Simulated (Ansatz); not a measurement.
Start from Sn (space group I4_1/amd, No. 141; a = 5.887 Å, c = 3.186 Å; relaxed with 0.1 eV smearing). Axes: x, y, z lie along a, b, c of the conventional cell.

Level of theory: Ansatz (a program for electronic structure), r2SCAN, PAW, cutoff 500 eV, spin-orbit coupling left out.

It is then changed as follows: the cell is compressed by 2.88 % along y with no lateral relaxation, atoms relaxed at fixed cell.

Question: How does this affect the stress?

Answer: The stress (xx, yy, zz, yz, xz, xy; compression positive) comes out as (1.6, 2.3, 1.2, 0.0, 0.0, 0.0) GPa.

Question: What does the calculation give for the energy relative to the base after the change?

Answer: The energy grows by 5.7 meV/atom.

The cells carry an imposed strain or load. Stability against distortions was not tested.
